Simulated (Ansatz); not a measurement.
Start from KTaO3 in the cubic perovskite structure (space group Pm-3m, No. 221).

```yaml
crystal:
  lattice:
    - [4.02438, 0.00000, 0.00000]
    - [0.00000, 4.02438, 0.00000]
    - [0.00000, 0.00000, 4.02438]
  atoms:
    - { symbol: K, position: [0.00000, 0.00000, 0.00000] }
    - { symbol: Ta, position: [0.50000, 0.50000, 0.50000] }
    - { symbol: O, position: [0.00000, 0.50000, 0.50000] }
    - { symbol: O, position: [0.50000, 0.50000, 0.00000] }
    - { symbol: O, position: [0.50000, 0.00000, 0.50000] }
```

Level of theory: PBE (Ansatz, a first-principles code, PAW, without spin-orbit coupling).

Before the change:

| Item | Result |
|---|---|
| Band gap | 2.16 eV |
| Density | 6.83 g/cm³ |
| Width of the top valence band | 1.07 eV |

One thing is altered: cell and atoms relaxed at a pressure of 18 GPa.

What happens to the band gap, density and width of the top valence band?

The band gap increases by 0.18 eV to 2.34 eV; the density goes up by 0.57 g/cm³, from 6.83 g/cm³ to 7.40 g/cm³; the width of the top valence band grows by 0.03 eV, from 1.07 eV to 1.10 eV.

Spin-orbit coupling, missing from the scalar runs, can matter with Ta. Load acts through the strain it causes; cell and atoms are relaxed under it. Stability against distortions was not tested. Competing high-pressure phases were not computed.
